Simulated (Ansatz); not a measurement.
# tetragonal BaTiO3 (0 0 1) on cubic SrTiO3 (0 0 1) (film strained to the substrate, started from cuts of the bulks and a machine-learned relaxation; slabs Sr4O10Ti3 and Ba3Ti3O9, which can lie off the formulas)

A periodic stack without vacuum, tetragonal BaTiO3 (0 0 1) on cubic SrTiO3 (0 0 1) (film strained to the substrate, started from cuts of the bulks and a machine-learned relaxation; slabs Sr4O10Ti3 and Ba3Ti3O9, which can lie off the formulas): substrate slab Sr4O10Ti3, film Ba3Ti3O9, surface cells [[0, 1], [-1, 0]] and [[0, 1], [-1, 0]], film strained by -1.2 and -1.2 %, outermost planes OSr/OSr and OTi/BaO as cut, which need not be the usual terminations and can put a slab off its formula.

The start was prepared with a machine-learned potential, and the result is one local minimum, with the in-plane cell held and forces under 0.04 eV/Å; the film can end far from its bulk form.

The numbers are results of PBE (plane waves to 420 eV, PAW; Ansatz, a first-principles code), not measurements. No spin–orbit coupling; the runs are not spin-polarised; PBE gaps are too small against experiment. Its k-point mesh 6×6×1, Fermi–Dirac width 0.05 eV.

* **interface area**: 15.5 Å²
* **period**: 26.78 Å
* **heights between the nearest atoms of the two slabs at the two interfaces**: 1.89 and 2.57 Å
* **Ba–Sr contacts across the interfaces within 1.22 times the sum of covalent radii**: 5, mean 4.00 Å
* **O–Sr contacts across the interfaces within 1.22 times the sum of covalent radii**: 5, mean 2.76 Å
* **Sr–Ti contacts across the interfaces within 1.22 times the sum of covalent radii**: 4, mean 3.43 Å
* **Ba–O contacts across the interfaces within 1.22 times the sum of covalent radii**: 1, mean 2.57 Å
* **two interfaces**: unlike, so that offsets are their mean

```
CELL_PARAMETERS angstrom
      3.93197     0.00214    -0.21246
      0.00041     3.93661     0.07151
     -0.55116     1.50797    26.88069
ATOMIC_POSITIONS crystal
  Sr 0.89406 0.01719 0.05221
  O  0.38245 0.52914 0.04137
  Sr 0.96895 0.94194 0.19441
  Ti 0.43024 0.48095 0.11810
  O  0.92104 0.49014 0.11616
  O  0.42137 0.99055 0.11616
  O  0.45818 0.45371 0.18975
  Sr 0.03845 0.87073 0.34091
  Ti 0.50823 0.40193 0.26709
  O  0.99600 0.41620 0.26382
  O  0.49589 0.91609 0.26382
  O  0.53709 0.37546 0.33758
  Sr 0.10340 0.80490 0.48820
  Ti 0.56584 0.34097 0.41515
  O  0.07892 0.33368 0.41157
  O  0.57991 0.83435 0.41157
  O  0.61461 0.29758 0.48541
  Ba 0.18155 0.72883 0.63808
  Ti 0.63708 0.27234 0.56308
  O  0.68528 0.22555 0.63489
  O  0.65109 0.75952 0.55861
  O  0.15180 0.26002 0.55859
  Ba 0.25934 0.65152 0.79224
  Ti 0.71561 0.19502 0.71803
  O  0.76177 0.14904 0.78918
  O  0.72801 0.68179 0.71405
  O  0.22903 0.18277 0.71405
  Ba 0.33753 0.57367 0.94531
  Ti 0.79803 0.11332 0.87366
  O  0.83886 0.07217 0.94426
  O  0.80294 0.60718 0.86932
  O  0.30350 0.10775 0.86932
```
